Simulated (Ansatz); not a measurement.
Results of r²SCAN (Ansatz, a program for electronic structure, plane waves, PAW) for ZnS (model structure, started from the BN type, Pm-3n, No. 223, 12 atoms in the cell).

Run with plane-wave cutoff 560 eV, 6×6×6 k mesh, Fermi–Dirac smearing 0.01 eV, scalar-relativistic PAW data made under PBE.

Cell (relaxed at this level):

```
CELL_PARAMETERS angstrom
      6.63852     0.00000     0.00000
      0.00000     6.63852     0.00000
      0.00000     0.00000     6.63852
ATOMIC_POSITIONS crystal
  Zn 0.25000 0.00000 0.50000
  Zn 0.50000 0.25000 0.00000
  Zn 0.50000 0.75000 0.00000
  Zn 0.75000 0.00000 0.50000
  Zn 0.00000 0.50000 0.75000
  Zn 0.00000 0.50000 0.25000
  S  0.25000 0.50000 0.00000
  S  0.00000 0.25000 0.50000
  S  0.00000 0.75000 0.50000
  S  0.75000 0.50000 0.00000
  S  0.50000 0.00000 0.75000
  S  0.50000 0.00000 0.25000
```

Q: What does this level give for the band gap?

A: 
band gap: 2.57 eV (on the SCF k mesh)

Note: the relaxation could raise the start's symmetry but not lower it, so the cell can be a saddle point.

Static lattice: no zero-point or thermal effects.

A model structure was made by putting elements into a prototype or built by hand; it is no filed structure, need not be a known phase, and can be a saddle point held by its symmetry.
